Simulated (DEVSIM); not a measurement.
Device: Schottky contact on n-type GaP, at 400 K.

| layer (left to right) | material | thickness (μm) | Nd (cm⁻³) | τn (s) | τp (s) |
|---|---|---|---|---|---|
| 1 | GaP | 3.10 | 2.1e17 | 1.3e-7 | 1.3e-7 |
| 2 | GaP | 3.20 | 9.6e17 | 1.3e-7 | 3.9e-9 |

Left contact: Schottky, work function 5.31 eV, emission velocity 2e6 cm/s. Right contact: ohmic. Voltage is applied to the left contact. Recombination: SRH at mid-gap, radiative. Mobility is constant in doping.

Constants are typed, rounded textbook-type inputs, not results; the design itself was drawn at random and stands for no fabricated device. Values at 300 K; Nc and Nv go as T^1.5, mobilities as T to minus their exponent, the gap by Varshni's rule with the affinity fixed.

```tsv
parameter	GaP
gap (eV)	2.26
affinity (eV)	3.8
permittivity	11.1
Nc (cm⁻³)	1.8e19
Nv (cm⁻³)	1.9e19
μn (cm²/Vs)	250
μp (cm²/Vs)	150
T exponent of μn	1.6
T exponent of μp	1.98
B (cm³/s)	1e-13
Varshni α (eV/K)	0.00058
Varshni β (K)	372
```

DEVSIM, 1D drift-diffusion, Boltzmann statistics, complete ionisation; no tunnelling, impact ionisation, image-force lowering or self-heating. Metal contacts follow the ideal Schottky-Mott rule: no Fermi-level pinning, no interface dipoles.

Problem. Give the dark forward current.

Solution. 
```json
[
 {"V (V)": "0.05", "J (A/cm²)": "2.7e-12"},
 {"V (V)": "0.15", "J (A/cm²)": "6.2e-11"},
 {"V (V)": "0.25", "J (A/cm²)": "1.1e-9"},
 {"V (V)": "0.35", "J (A/cm²)": "2.1e-8"},
 {"V (V)": "0.45", "J (A/cm²)": "3.7e-7"},
 {"V (V)": "0.55", "J (A/cm²)": "6.7e-6"},
 {"V (V)": "0.65", "J (A/cm²)": "0.00012"},
 {"V (V)": "0.80", "J (A/cm²)": "0.0094"},
 {"V (V)": "0.90", "J (A/cm²)": "0.17"},
 {"V (V)": "1.00", "J (A/cm²)": "3.0"},
 {"V (V)": "1.10", "J (A/cm²)": "49"},
 {"V (V)": "1.20", "J (A/cm²)": "410"},
 {"V (V)": "1.30", "J (A/cm²)": "1300"},
 {"V (V)": "1.40", "J (A/cm²)": "2300"}
]
```
